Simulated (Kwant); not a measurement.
Model system: wire with a side stub in a CdTe two-dimensional gas. Effective mass 0.096 mₑ, grid spacing 3.3 nm, hard walls, nominal width 100 nm (31 grid rows, so walls 105.6 nm apart), one parabolic valley, scattering region 300 nm long along x; energies count from the band bottom; Fermi energy swept from 0.00031336 to 0.0037211 eV. Closed stub on one side, 100 nm wide and 100 nm deep.

Constants are typed, rounded textbook-type inputs, not results; the design itself was drawn at random and stands for no fabricated device.

Model: effective-mass tight-binding model on a square grid, one spin, coherent transport at 0 K (Kwant). Conductance is in e²/h.

How many channels do the leads carry at E = 2.17, 3.58 meV?

The hard-wall thresholds are n² ħ²π²/(2mW²) = n² × 0.351 meV with W = 105.6 nm. √(2.17/0.351) = 2.49, so 2. √(3.58/0.351) = 3.19, so 3.
